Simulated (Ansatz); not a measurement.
An Ansatz (a quantum-chemistry and plane-wave program) run: Si with a change (biaxial strain −1.09 %, plane normal [110], relaxed out of plane); Kohn–Sham DFT with the PBEsol functional, run in Ansatz with PAW and 420 eV plane waves, no spin-orbit coupling.

Input:

Ansatz 0.2 input:
```yaml
crystal:
  lattice:
    - [3.8003678061, 0, 0]
    - [0, 5.3745316934, 0]
    - [1.900183903, 2.6872658467, 1.931594283]
  atoms:
    - { symbol: Si, position: [0, 0.5, 1] }
    - { symbol: Si, position: [0.5, 0.25, 1] }
basis: { ecutwfc: 420, ecutrho_ratio: 4, xc_grid: 2, fft_grid_basis: typed }
kpoints: { mp_grid: { grid: [11, 11, 11] } }
hamiltonian:
  xc: pbesol
  dispersion: none
  pseudopotentials: { kind: paw }
scf: { occupations: { method: fermi_dirac, width: 0.05 } }
relax: { f_tol: 0.005, max_steps: 50, cell: { stress_tol: 0.01, fix: [a, b, gamma] } }
output: { forces: true, stress: true }
checkpoint: { write: state.ck, write_every: 1000 }
```

Output (explanatory and most iteration lines left out):

```
Relaxation: its limit of steps is 50 (relax.max_steps)
Pseudopotential: Si, paw, valence charge 4
Crystal: 2 atoms, lattice volume = 39.453 Å³
Basis set: ecut = 420 eV, 749 PW (Γ), exchange–correlation on 54×72×54 points (8 copies of the dense FFT grid, shifted against one another)
Bands: 8, of which v1, the nominal top of the filled ones, is band 4 counted from 1 (3 counted from 0)
Symmetry: 8 space group operations
Space group: Imma (ITA 74), of the structure as read, at distance tolerance 3.4e-5 Å
k-points: 216 of 1331
Functional: x = pbesol(κ = 0.804, μ = 0.12345679012345678), c = pbesol(β = 0.046)
SCF iter   1: F=—  HF=-1242.977844 eV  |F-HF|=—  |Δ(HF+E_count)|=         —  Δρ=2.72e-3  dr2=3.13e-3  ethr=1.77e-3  ⟨swp⟩=6.0  Hψ=15445  notcnv=0
SCF iter   2: F=—  HF=-1242.977517 eV  |F-HF|=—  |Δ(HF+E_count)|=   3.26e-4  Δρ=1.05e-3  dr2=3.82e-4  ethr=3.91e-5  ⟨swp⟩=2.1  Hψ=4027  notcnv=0
SCF 1 converged in 6 iterations: F = -1242.977514 eV  dr2 = 9.94e-11
relax step   1: F+E_penalty+E_count = -1242.97751359 eV  Δ(F+E_penalty+E_count) = +0.000e0 eV  max|allowed force component| = 1.745e-1 eV/Å  Δτ_max = 0.0000 Å  P = +1.618 GPa  Ω = 39.453 Å³  fix = [a, b, gamma]  reactions: a +3.122, b +2.118 GPa  (6 SCF iters, dr2 threshold 1.00e-7 eV, accepted)
[... steps on the carried basis left out ...]
relax step   3: F+E_penalty+E_count = -1242.97862923 eV  Δ(F+E_penalty+E_count) = -6.944e-5 eV  max|allowed force component| = 1.444e-4 eV/Å  Δτ_max = 0.0010 Å  P = +1.512 GPa  Ω = 39.483 Å³  energy of the carried Pulay correction = -5.526e-6 eV  fix = [a, b, gamma]  reactions: a +2.513, b +2.026 GPa  (3 SCF iters, dr2 threshold 1.71e-7 eV, accepted)
Crystal: 2 atoms, lattice volume = 39.483 Å³
SCF iter   1: F=—  HF=-1242.978633 eV  |F-HF|=—  |Δ(HF+E_count)|=         —  Δρ=8.39e-6  dr2=1.65e-8  ethr=8.72e-8  ⟨swp⟩=3.0  Hψ=20590  notcnv=0
SCF iter   2: F=—  HF=-1242.978635 eV  |F-HF|=—  |Δ(HF+E_count)|=   2.67e-6  Δρ=4.19e-6  dr2=4.06e-9  ethr=2.06e-10  ⟨swp⟩=2.0  Hψ=2175  notcnv=0
SCF 4 converged in 5 iterations: F = -1242.978635 eV  dr2 = 1.32e-13
SCF converged after 5 iterations
Free energy (F): -1242.978635 eV
Internal energy: -1242.978538 eV  (E = F + TS)
E sigma→0 (E₀):  -1242.978587 eV
Entropy (-TS):   -0.000097 eV (-0.049 meV/atom)
Fermi energy:    6.533881 eV
--- Forces (eV/Å), atoms counted from 1 ---
  atom   1  Si     0.00000000     0.00013951    -0.00000000
  atom   2  Si    -0.00000000    -0.00013951     0.00000000
--- Stress (GPa, compression-positive) ---
        2.513486      -0.000000       0.000000
       -0.000000       2.026231       0.000000
        0.000000       0.000000      -0.002696
  P = ⅓ Tr σ = 1.5123 GPa (15.123 kbar)
--- Relaxed structure (3 steps of the walk, 3 accepted, 1 SCFs on fresh bases) ---
  cell:  # Å, volume = 39.4828 Å³
    - [3.8003678061, 1.0921708641803439e-26, 4.918700294936481e-11]
    - [1.5452871334979846e-26, 5.3745316934, -5.596090460477978e-19]
    - [1.9001839030249814, 2.6872658467, 1.9330435212030097]
  atoms:
    - { symbol: Si, position: [-5.551115123125783e-17, 0.5012343548000517, 1.0] }
    - { symbol: Si, position: [0.4999999999999999, 0.24876564519994782, 1.0] }
```

Stability against distortions was not tested. The cell was made from Si in the diamond structure (space group Fd-3m, No. 227) by this change: biaxial strain −1.09 %, plane normal [110], relaxed out of plane.
